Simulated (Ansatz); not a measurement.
Consider the following.

```
HfO2
1.0
    5.36382     0.00000    -0.06868
    0.00000     5.43531     0.00000
   -0.97857     0.00000     5.04642
Hf O
4 8
Direct
  0.27342   0.04632   0.20760
  0.72658   0.54632   0.29240
  0.72658   0.95368   0.79240
  0.27342   0.45368   0.70760
  0.06876   0.34397   0.33160
  0.93124   0.84397   0.16840
  0.93124   0.65603   0.66840
  0.06876   0.15603   0.83160
  0.46026   0.75877   0.47692
  0.53974   0.25877   0.02308
  0.53974   0.24123   0.52308
  0.46026   0.74123   0.97692
```

No spin polarisation.

Calculations: r2SCAN/PAW in Ansatz (a first-principles code), scalar-relativistic without spin-orbit coupling, earlier PAW set. Settings: 5×5×5 k-points, 0.05 eV Fermi–Dirac smearing.

Problem. What is the computed mean in-plane stress (compression positive)?

Solution. -17.9 GPa.

Problem. Predict the space group.

Solution. P2_1/c (No. 14).

The cells carry an imposed strain or load. Stability against distortions was not tested. The cell was made from HfO₂ (space group P2_1/c, No. 14) by this change: biaxial strain +4.89 %, plane normal [001], relaxed out of plane.
